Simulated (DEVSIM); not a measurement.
Device: Co/SiO2/n-Ge capacitor, at 400 K.

| layer (left to right) | material | thickness (nm) | Nd (cm⁻³) |
|---|---|---|---|
| 1 | SiO2 | 1.20 | - |
| 2 | Ge | 1600 | 2.6e17 |

Metal gate on the left, work function 5 eV. Fixed charge at the semiconductor interface -9.8e10 cm⁻² (in units of +e); no interface traps.

Constants are typed, rounded textbook-type inputs, not results; the design itself was drawn at random and stands for no fabricated device. Values at 300 K; Nc and Nv go as T^1.5, mobilities as T to minus their exponent, the gap by Varshni's rule with the affinity fixed.

```csv
parameter,SiO2,Ge
gap (eV),9,0.664
affinity (eV),0.9,4
permittivity,3.9,16
Nc (cm⁻³),-,1.04e19
Nv (cm⁻³),-,6e18
Varshni α (eV/K),-,0.000477
Varshni β (K),-,235
```

Model (solved in DEVSIM): 1D Poisson equation in equilibrium, Boltzmann statistics, complete ionisation; no quantum confinement or tunnelling. Metal contacts follow the ideal Schottky-Mott rule: no Fermi-level pinning, no interface dipoles.

Question: Tabulate band edges, carrier densities and field at 0.6 V on the gate.

Answer: Energies count from the Fermi level of the right contact; mesh points crowd at the junctions.

```tsv
x (μm)	Ec (eV)	Ev (eV)	n (cm⁻³)	p (cm⁻³)	field (V/cm)
0.000	3.500	-5.500	< 1e2	< 1e2	-380000
0.0005645	3.479	-5.521	< 1e2	< 1e2	-380000
0.001022	3.462	-5.538	< 1e2	< 1e2	-380000
0.001904	0.348	-0.276	6.6e14	3.1e15	-100000
0.004388	0.324	-0.300	1.3e15	1.5e15	-93000
0.008314	0.290	-0.334	3.6e15	5.7e14	-82000
0.01526	0.240	-0.384	1.5e16	1.3e14	-62000
0.03552	0.164	-0.460	1.4e17	1.5e13	-18000
0.06754	0.143	-0.481	2.5e17	8.1e12	-1100
0.1285	0.142	-0.482	2.6e17	7.8e12	≈ 0
0.2362	0.142	-0.482	2.6e17	7.8e12	≈ 0
0.5506	0.142	-0.482	2.6e17	7.8e12	≈ 0
0.9702	0.142	-0.482	2.6e17	7.8e12	≈ 0
1.270	0.142	-0.482	2.6e17	7.8e12	≈ 0
1.460	0.142	-0.482	2.6e17	7.8e12	≈ 0
1.525	0.142	-0.482	2.6e17	7.8e12	≈ 0
1.562	0.142	-0.482	2.6e17	7.8e12	≈ 0
1.581	0.142	-0.482	2.6e17	7.8e12	≈ 0
1.593	0.142	-0.482	2.6e17	7.8e12	≈ 0
1.597	0.142	-0.482	2.6e17	7.8e12	≈ 0
1.600	0.142	-0.482	2.6e17	7.8e12	≈ 0
1.601	0.142	-0.482	2.6e17	7.8e12	≈ 0
```
